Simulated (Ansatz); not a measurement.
Amorphous In₉Ga₉Zn₉O₃₈Si, 66 atoms at 5.71 g/cm³, one PBE-relaxed geometry, zone centre. Methods: PBE, scalar-relativistic without spin-orbit coupling (Ansatz, a program for electronic structure); r2SCAN, scalar-relativistic without spin-orbit coupling (Ansatz); HSE06, scalar-relativistic without spin-orbit coupling (Ansatz). Plane waves to 420 eV (r2SCAN 500 eV); exact exchange is cut at the cell's faces. At PBE the levels at the filled edge of the gap are localised (band-tail or defect states). All rungs ran without spin polarisation.

A CHGNet melt-quench gave the starting glass, which DFT then relaxed. O atoms were pushed apart under 1.9 Å during the dynamics, to hinder bonds among them. The hot cell started wider than the set density and was brought back towards it in steps. It is the lowest in DFT energy of 2 quenches. It is a model cell: composition and starting density were chosen by hand, and all elements were melted together. No dispersion term was used. Its density started from a set value of 5.71 and ended at 5.71 g/cm³. The simulated quench (nominally 210 K/ps over its main leg) is rapid and tends to freeze in more defects than a deposited or slowly cooled glass has. Values belong to this one cell and scatter from quench to quench. The volume was held where the preparation left it and the shape relaxed, at a PBE pressure of -0.6 GPa (tension). Stress components on the final sampling reach 0.9 GPa. Cycles of charging lowered its energy after that relaxation.

The relaxation ran on the zone centre alone. At PBE the level gap is 0.84 eV on a 2×2×2 Γ-centred mesh, and the spacing at the zone centre alone 0.86 eV.

**Question.** What zone-centre spacing does r2SCAN give, roughly?

**Answer.** 1.30 eV (+0.44 eV against PBE).

**Question.** What zone-centre spacing does HSE06 give, roughly?

**Answer.** 2.40 eV (+1.54 eV against PBE).

The highest filled and the lowest empty state spread over these numbers of atoms (participation numbers): PBE: 3.4 and 61.4; r2SCAN: 3.3 and 60.7; HSE06: 3.1 and 60.4.
